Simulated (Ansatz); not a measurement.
# A computed series for InP: response to strain

Start from InP in the zinc blende structure (space group F-43m, No. 216).

```xyz
2
Lattice="0.0000 2.9535 2.9535 2.9535 0.0000 2.9535 2.9535 2.9535 0.0000" Properties=species:S:1:pos:R:3 pbc="T T T"
In     0.0000     0.0000     0.0000
P      1.4767     1.4767     1.4767
```

Cartesian axes are those of the cell as printed.

Strains are applied to the cell and any free atomic positions relax; under biaxial strain the out-of-plane vector relaxes too.

All numbers come from Kohn–Sham DFT with the r2SCAN functional, run in Ansatz (a first-principles code) with PAW and 500 eV plane waves, no spin-orbit coupling.

```tsv
biaxial strain, plane normal [001], relaxed out of plane (%)	out-of-plane strain (%)
-3	3.20
-2.5	2.67
-2	2.15
-1.5	1.62
-1	?
-0.5	0.54
0	0.00
```

Question: Fit ε⊥ = −νε + γε² (strains in %) to the rows shown and predict the withheld row.

Answer: Least squares on the printed values gives ν = 1.09 (the biaxial Poisson response) and γ = -0.008 (largest residual 0.01 %); this predicts 1.08 %, and the run gives 1.08 %, in agreement.

Stability against distortions was not tested.
